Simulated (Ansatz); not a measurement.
Start from Ir in the simple cubic structure (space group Pm-3m, No. 221; a = 2.570 Å; a hypothetical phase, not in the database extracts checked).

(Cell as relaxed with PBE.)

Levels (all Ansatz, a first-principles code, PAW): PBE (420 eV, no spin-orbit coupling); PBEsol (420 eV, without spin-orbit coupling).

Each level relaxes its own structure.

```json
[
 {"quantity": "volume per atom", "PBE": "16.98 Å³", "PBEsol": "[?]"},
 {"quantity": "lattice parameter a", "PBE": "2.570 Å", "PBEsol": "[?]"},
 {"quantity": "band gap", "PBE": "zero", "PBEsol": "[?]"}
]
```

Question: Given the PBE results, estimate those of PBEsol.

Answer: 
- volume per atom, PBEsol: 16.40 Å³
- lattice parameter a, PBEsol: 2.541 Å
- band gap, PBEsol: zero

PBE's volume per atom lies 0.58 Å³ above PBEsol's (3.6 %); PBE's lattice parameter a lies 0.0298 Å above PBEsol's (1.2 %); the two agree on the band gap. Neither level is exact; PBEsol is the comparison here, not a measurement.

Whether these cells are dynamically stable was not tested. The final runs are not spin-polarised. Ir has a high density of states at the Fermi level and may be magnetic at this level.
